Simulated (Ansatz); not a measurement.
The starting structures come from a database of crystals and need not be the phases stable at ambient conditions.

# Evanescent states of CsAgCl₂ (P4/nmm, not sure to be the ambient phase, 8 atoms a cell, 31.7 Å³ an atom) along the normal of (110)

These are PBEsol (plane waves, PAW; Ansatz, a quantum-chemistry and plane-wave program) values and carry that method's errors.

The gap is the functional's own. No spin-orbit coupling. Mid-gap values are interpolated on the energy grid.

Energies count from the valence-band top; κ is the least over a 4×4 mesh across the current.

```csv
E (eV),κ (1/Å),where
0.06,0.090,Γ
0.17,0.151,Γ
0.28,0.190,Γ
0.39,0.219,Γ
0.49,[?],Γ
0.60,[?],Γ
0.71,[?],Γ
0.82,[?],Γ
0.94,[?],Γ
1.04,[?],Γ
1.16,[?],Γ
1.26,[?],Γ
1.38,[?],Γ
1.49,[?],Γ
1.59,[?],Γ
1.71,0.165,Γ
1.81,0.142,Γ
1.93,0.112,Γ
2.04,0.064,Γ
```

Problem. Fill in the missing entries.

Solution. 
- 0.49, κ (1/Å): 0.242
- 0.60, κ (1/Å): 0.257
- 0.71, κ (1/Å): 0.254
- 0.82, κ (1/Å): 0.250
- 0.94, κ (1/Å): 0.246
- 1.04, κ (1/Å): 0.239
- 1.16, κ (1/Å): 0.232
- 1.26, κ (1/Å): 0.223
- 1.38, κ (1/Å): 0.212
- 1.49, κ (1/Å): 0.199
- 1.59, κ (1/Å): 0.184
